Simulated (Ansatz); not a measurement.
Start from LiCl in the rock salt structure (space group Fm-3m, No. 225; a = 5.064 Å). Axes: x, y, z lie along the cube axes.

All numbers come from PBEsol (Ansatz, a first-principles code), spin-orbit coupling left out.

Strains are applied to the cell and any free atomic positions relax.

One change was made to it. Results:

```csv
quantity,base,after
energy relative to the base (free energy F),0 meV/atom,+2.1 meV/atom
band gap,6.35 eV,6.21 eV
```

Task: Which of these changes matches the shifts?
A. tensor shear ε_xy = +1.14 %
B. tensor shear ε_xy = +2.00 %
C. tensor shear ε_xy = +0.29 %
D. tensor shear ε_xy = +1.43 %

Result: B, tensor shear ε_xy = +2.00 %. For comparison, the band gap in the other runs: tensor shear ε_xy = +1.14 % gives 6.27 eV; tensor shear ε_xy = +1.43 % gives 6.25 eV; tensor shear ε_xy = +0.29 % gives 6.33 eV.

Gaps are Kohn–Sham eigenvalue differences; semilocal functionals usually give less than the measured gap. Whether these cells are dynamically stable was not tested.
